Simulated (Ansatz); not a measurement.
Base system: ZnS in the zinc blende structure (space group F-43m, No. 216; a = 5.3904 Å). Axes: x, y, z lie along the cube axes.

Computed with r2SCAN (Ansatz, a first-principles code), no SOC, earlier PAW set.

Base values:

The valence-band top at Γ is 0.00, 0.00, 0.00 eV.

Now apply this change: tensile biaxial strain of 1.06 % in the plane normal to [001], as in epitaxy on a mismatched substrate; the out-of-plane cell vector and the atoms relax.

**Question.** How does this affect the hole mass, valence-band top at Γ, ratio −ε⊥/ε∥ and energy relative to the base?

**Answer.** The hole mass amounts to 0.21 mₑ out of plane, 0.68 mₑ in plane (at Γ); the valence-band top at Γ (three highest levels, from the VBM) changes from 0.00, 0.00, 0.00 eV to 0.00, -0.08, -0.08 eV; the ratio −ε⊥/ε∥ comes out as 1.20; the energy grows by 1.3 meV/atom.

The levels and masses belong to the bands next to the band gap. Effective masses come from finite differences of ±0.01 Å⁻¹. No phonon test of stability was made.
